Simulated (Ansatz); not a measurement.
## A self-consistent single point of Mo₃Si (Pm-3n, 8 atoms in the cell) with Ansatz

Method of the run: PBE (plane waves, PAW; Ansatz, a program for electronic structure).

The input file:

Ansatz 0.2 input:
```yaml
crystal:
  lattice:
    - [4.865550, 0.000000, 0.000000]
    - [0.000000, 4.865550, 0.000000]
    - [0.000000, 0.000000, 4.865550]
  atoms:
    - { symbol: Si, position: [0.500000, 0.500000, 0.500000] }
    - { symbol: Si, position: [0.000000, 0.000000, 0.000000] }
    - { symbol: Mo, position: [0.250000, 0.000000, 0.500000] }
    - { symbol: Mo, position: [0.500000, 0.250000, 0.000000] }
    - { symbol: Mo, position: [0.500000, 0.750000, 0.000000] }
    - { symbol: Mo, position: [0.750000, 0.000000, 0.500000] }
    - { symbol: Mo, position: [0.000000, 0.500000, 0.750000] }
    - { symbol: Mo, position: [0.000000, 0.500000, 0.250000] }
basis:
  ecutwfc: 30.9 Ry
kpoints:
  mp_grid: { grid: [7, 7, 7] }
hamiltonian:
  xc: pbe
  pseudopotentials: { kind: paw }
scf:
  occupations: { method: fermi_dirac, width: 0.0073 Ry }
output:
  forces: true
  eigenvalues: true
  stress: true
```

Output (repeated stretches shortened):

```
WARN ansatz: RAYON_NUM_THREADS=1 ignored (pool sized by the plan → 1); use --threads N
Pseudopotentials: kind: paw
Pseudopotential: Si, paw, valence charge 4
Pseudopotential: Mo, paw, valence charge 14
Crystal: 8 atoms, lattice volume = 115.185 Å³
Basis set: ecut = 420.4159175005146 eV, 2301 PW (Γ), exchange–correlation on 72×72×72 points (8 copies of the dense FFT grid, shifted against one another)
Bands: 56, of which v1, the nominal top of the filled ones, is band 46 counted from 1 (45 counted from 0)
Symmetry: 48 space group operations
Space group: Pm-3n (ITA 223), of the structure as read, at distance tolerance 4.9e-5 Å
k-points: 20 of 343
Initial density: superposition of atomic densities (neutral atoms: chi_scale 0, normalization atom), corrected by the library's trained network
Initial wavefunctions: pseudopotential atomic-orbital guess
Eigensolver: davidson
Functional: x = pbe(κ = 0.804, μ = 0.2195149727645171), c = pbe(β = 0.06672455060314922)
SCF iter   1: F=—  HF=-31010.324692 eV  |F-HF|=—  |Δ(HF+E_count)|=         —  Δρ=3.85e-3  dr2=8.19e-3  ethr=1.77e-3  ⟨swp⟩=5.5  Hψ=3858  notcnv=0
all-band conjugate gradients solve this SCF's bands
preconditioner: auto → Kerker (q_TF=auto, 2.628 Å⁻¹)
SCF iter   2: F=—  HF=-31010.326312 eV  |F-HF|=—  |Δ(HF+E_count)|=   1.62e-3  Δρ=2.24e-3  dr2=2.84e-3  ethr=8.90e-6  ⟨swp⟩=2.6  Hψ=2025  notcnv=0
SCF iter   3: F=—  HF=-31010.326526 eV  |F-HF|=—  |Δ(HF+E_count)|=   2.14e-4  Δρ=2.65e-4  dr2=3.87e-5  ethr=3.09e-6  ⟨swp⟩=2.3  Hψ=1736  notcnv=0
SCF iter   4: F=—  HF=-31010.326519 eV  |F-HF|=—  |Δ(HF+E_count)|=   7.39e-6  Δρ=5.66e-5  dr2=2.35e-6  ethr=4.21e-8  ⟨swp⟩=2.1  Hψ=2063  notcnv=0
iter 5 did not close the SCF: its close was put off for the readings that it lacked (scf_convergence_deferred on its scf_iter line)
SCF iter   5: F=-31010.326518 eV  HF=-31010.326518 eV  |F-HF|=1.30e-8  |Δ(HF+E_count)|=   1.55e-7  Δρ=1.06e-5  dr2=5.57e-8  ethr=2.56e-9  ⟨swp⟩=2.6  Hψ=1888  notcnv=0
SCF iter   6: F=-31010.326518 eV  HF=-31010.326518 eV  |F-HF|=1.89e-10  |Δ(HF+E_count)|=   1.69e-8  Δρ=1.21e-6  dr2=8.58e-10  ethr=6.06e-11  ⟨swp⟩=2.1  Hψ=3469  notcnv=0
SCF 1 converged in 6 iterations: F = -31010.326518 eV  dr2 = 8.58e-10
SCF converged after 6 iterations
Free energy (F): -31010.326518 eV
Harris-Foulkes:  -31010.326518 eV  (|F-HF|=1.89e-10)
Internal energy: -31010.212872 eV  (E = F + TS)
E sigma→0 (E₀):  -31010.269695 eV
Entropy (-TS):   -0.113646 eV (-14.206 meV/atom)
Fermi energy:    20.078956 eV
--- Per-component energies (eV) ---
  E_band       = -315.437453
  E_kinetic    = 2750.815225
  E_local      = -5456.655556  (includes V_loc(G=0)·N_el)
  E_nonlocal   = 909.429910
  E_hartree    = 1916.196998
  E_xc         = -1220.004166
  E_vxc        = -1479.517811  (∫ρ·V_xc dr)
  E_paw        = -20235.559673  (= ΣΔE_a)
  E_vpaw       = -871.903053  (= ΣTr[D̂ρ^β])
  E_aug_tail   = 0.000292  (compensation charges beyond the density's cutoff)
  E_ewald      = -9674.435901
  E_smearing   = -0.113646  (= −TS)
  E_closure    = 0.000000  (closes the sum)
  Σ components = -31010.326518   (vs F -31010.326518, Δ=0.00e0)
--- Forces (eV/Å), atoms counted from 1 ---
  atom   1  Si    -0.00000000     0.00000000     0.00000000
   [... zero for the other atoms too ...]
  max |Σ_I F_I| component: 5.26e-17 eV/Å
--- Stress (GPa, compression-positive) ---
        6.405678      -0.000000       0.000000
       -0.000000       6.405678       0.000000
        0.000000       0.000000       6.405678
  P = ⅓ Tr σ = 6.4057 GPa (64.057 kbar)
  The stress holds the Pulay correction. Without it, at fixed plane waves, as pw.x and ABINIT print it: P = 6.3577 GPa
--- Band table (eV; the first three rows and the last of 20) ---
  k-point 0: bands = ["-41.2072", "-41.0843", "-41.0843", "-40.7375", "-40.7375", "-40.7375", "-16.4873", "-16.4873", "-16.2746", "-15.4573", "-15.4573", "-15.4573", "-14.9367", "-14.9367", "-14.9367", "-14.9058", "-14.9058", "-14.9058", "-14.7726", [...]
  k-point 1: bands = ["-41.1975", "-41.0889", "-41.0715", "-40.7568", "-40.7375", "-40.7375", "-16.4833", "-16.4340", "-16.2307", "-15.4539", "-15.4539", "-15.4257", "-14.9780", "-14.9780", "-14.9312", "-14.9287", "-14.8585", "-14.8585", "-14.7822", [...]
  k-point 2: bands = ["-41.1739", "-41.1021", "-41.0314", "-40.8105", "-40.7374", "-40.7374", "-16.4714", "-16.4070", "-15.9764", "-15.4468", "-15.4468", "-15.3412", "-15.0122", "-15.0122", "-15.0031", "-14.9062", "-14.8188", "-14.8188", "-14.8038", [...]
  k-point 19: bands = ["-40.9895", "-40.9732", "-40.9732", "-40.8947", "-40.8947", "-40.8845", "-15.5940", "-15.5940", "-15.5735", "-15.3499", "-15.3489", "-15.1898", "-15.1898", "-15.1298", "-14.9960", "-14.9517", "-14.9517", "-14.8873", [...]
```

The run converged in 6 iterations.

The starting cell has typed, rounded lattice constants, without a prior relaxation at this level. Its lattice was rescaled by up to half a per cent. Spin polarisation is off. With a pressure of about 6 GPa the cell is away from its equilibrium volume at this level. Ansatz's pressure includes its estimate of the finite-basis (Pulay) stress.
